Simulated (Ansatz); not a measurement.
System: CsCl-type AuZn (cubic form, which distorts at low temperature). Method: PBEsol+SOC (PAW; Ansatz, an electronic-structure program).

Numerical settings: plane-wave cutoff 520 eV, 18×18×18 k mesh, Fermi–Dirac smearing 0.05 eV, PAW data made under PBE.

Pressure at four volumes; x = ln(V/15.229 Å³). One pressure is withheld.

```csv
V (Å³/atom),x,P (GPa)
14.315,-0.0619,?
14.620,-0.0408,6.63
15.229,0.0000,-0.03
16.143,0.0583,-7.30
```

**Question.** Pass a parabola P(x) through the three rows shown, estimate the bulk modulus and its pressure derivative near zero pressure, and predict the withheld pressure.

**Answer.** Slopes between the rows: (-0.03 − (6.63))/(0.0000 − (-0.0408)) = -163.24 and (-7.30 − (-0.03))/(0.0583 − (0.0000)) = -124.70 GPa. Their difference over the span 0.0991 is c = 38.54/0.0991 = 388.9 GPa, so P(x) = 6.63 + (-163.24)(x − (-0.0408)) + 388.9 (x − (-0.0408))(x − (0.0000)). At the middle row B = −dP/dx = −[-163.24 + 388.9 × 0.0408] = 147.4 GPa, and B′ = dB/dP = 2c/B = 5.3. At x = -0.0619 the parabola gives 10.58 GPa; the run gives 10.64 GPa. The Birch–Murnaghan fit to the energies at all volumes has B0 = 146 GPa and B′ = 5.4.

Measured, for comparison: bulk modulus 131 GPa (temperature not stated, no zero-point or thermal correction; as tabulated in Nepal et al. (2020), arXiv:2007.11150). Computed less measured: bulk modulus +11 %.

Note: symmetry holds this phase in the static calculation, where it need not be a minimum.
